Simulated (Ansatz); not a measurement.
The starting structures come from a database of crystals and need not be the phases stable at ambient conditions.

 Where the default PAW files enter, the runs use the earlier of Ansatz's two default sets.

```yaml
crystal:
  lattice:
    - [4.19870, 0.00000, 0.00000]
    - [-2.09935, 3.63618, 0.00000]
    - [2.09935, 1.21206, 3.42822]
  atoms:
    - { symbol: Rb, position: [0.00000, 0.50000, 0.50000] }
    - { symbol: H, position: [0.00000, 0.00000, 0.00000] }
```

Space group of this cell: Fm-3m, rock salt. The cell was relaxed by PBE-D3(BJ).

Transport runs along the normal of the first two printed cell vectors, the (111) plane of the conventional cell.

No gap correction and no spin-orbit coupling; mid-gap values are interpolated between computed energies.

Q: Estimate the band gap and the smallest decay constant κ at mid-gap that PBEsol (Ansatz, a program for electronic structure) returns for this system.

A: Gap 2.70 eV on a 10×10×10 mesh; κ = 0.250 1/Å, at the zone centre.
